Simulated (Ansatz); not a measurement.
The reference is BeS in the zinc blende structure (space group F-43m, No. 216; a = 4.838 Å).

Levels (all Ansatz, a program for electronic structure, PAW): PBEsol (420 eV, no SOC); HSE06+SOC (420 eV, spin-orbit coupling included).

The geometry is relaxed with PBEsol.

| Property | Value |
|---|---|
| PBEsol valence-band top at Γ | 0.00, 0.00, 0.00 eV |
| PBEsol band gap | 2.91 eV |

### Question
How does going to HSE06+SOC change the valence-band top at Γ and band gap?

### Answer
The valence-band top at Γ (three highest Kramers pairs, from the VBM) changes from 0.00, 0.00, 0.00 eV to 0.00, 0.00, -0.10 eV; the band gap rises by 1.10 eV, from 2.91 eV to 4.01 eV. The threefold valence maximum splits by Δso ≈ 0.10 eV.

Single points use the geometry relaxed with PBEsol. HSE06 was sampled on its mesh, a few special points and the semilocal edge points, so its gap is an upper bound. The spin-orbit shifts are approximate. Stability against distortions was not tested.
